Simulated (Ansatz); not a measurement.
**CdS under a change: uniaxial strain ε_zz = +1.80 %**

Base system: CdS in the wurtzite structure (space group P6_3mc, No. 186; a = 4.196 Å, c = 6.830 Å). Axes: x lies along a and z along c of the hexagonal cell.

One thing is altered: uniaxial strain ε_zz = +1.80 %, all other strain components held at zero; the atoms relax in the strained cell.

Computed with plane-wave PAW DFT at the PBE level (Ansatz, a first-principles code, 420 eV), no spin-orbit coupling. Γ-centred 9×9×5 mesh, Fermi–Dirac width 0.05 eV.

- Volume per atom: 26.51 Å³ (base 26.04 Å³)
- Shortest interatomic distance: 4.873 bohr (base 4.848 bohr)
- Energy relative to the base (free energy F): +2.3 meV/atom
- Pressure (mean of the normal stresses, compression positive): -0.92 GPa (base 0.00 GPa)
- Band gap: 1.04 eV (base 1.11 eV)
- Gap character: direct at Γ (base direct at Γ)
- Electron mass: 0.11 mₑ along z, 0.12 mₑ across (at Γ) (base 0.12 mₑ along c, 0.13 mₑ across (at Γ))
- Valence-band top at Γ (three highest levels, from the VBM): 0.00, 0.00, -0.09 eV (base 0.00, 0.00, -0.04 eV)
- Largest internal atomic displacement: 0.012 Å
- Stress (xx, yy, zz, yz, xz, xy; compression positive): (-0.62, -0.62, -1.53, 0.00, 0.00, 0.00) GPa

Cost of the whole job for the changed cell (relaxation, final SCF and bands): roughly 50 core-seconds.

Masses are band curvatures over ±0.01 Å⁻¹ around the edge. Whether these cells are dynamically stable was not tested.
